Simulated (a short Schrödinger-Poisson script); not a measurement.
System: gated Al0.3Ga0.7As/GaAs δ-doped gas, at 300 K.

```
layer      material  thickness (nm)  Na (cm⁻³)
-----  ------------  --------------  ---------
1      Al0.3Ga0.7As              30          -
2      Al0.3Ga0.7As               5          -
3              GaAs            6000       6e14
```

Constants are typed, rounded textbook-type inputs, not results; the design itself was drawn at random and stands for no fabricated device. Al0.3Ga0.7As: permittivity 12.05, conduction-band edge (eV) 0.237, gap (eV) 1.798, electron mass (mₑ) 0.0919, Nv at 300 K (cm⁻³) 9e18. GaAs: permittivity 12.9, conduction-band edge (eV) 0, gap (eV) 1.424, Nv at 300 K (cm⁻³) 9e18.

Channel valleys (confinement mass, in-plane density-of-states mass, number): Γ 0.067, 0.067, 1. At the gate the conduction-band edge of layer 1 lies 0.99 eV − eVg above the Fermi level of the channel; the field vanishes at the back. Sheet of ionised δ-doping: +2e12 e/cm² at 30 nm from the gate. The barrier under the gate holds no holes. Gaps are held at their typed values at every temperature. Mesh 0.08 nm at interfaces.

From a short Schrödinger-Poisson script (our own, NumPy): 1D Poisson equation in equilibrium, electrons quantum, Hartree (BenDaniel-Duke, 40 states a valley, the channel's in-plane mass for all, wave functions free to enter the barrier), parabolic valleys, classical holes, full ionisation, no traps, pinning or gate leakage.

### Question
List the lowest subbands of each valley and their electrons at Vg = 0.5 V.

### Answer
```csv
valley,subband,energy from the Fermi level (meV),electrons (cm⁻²),share (%)
Γ,0,-10.6,6.64e11,68.3
Γ,1,35.7,1.62e11,16.7
Γ,2,62.2,6.24e10,6.4
```

All electrons: 9.73e11 cm⁻².
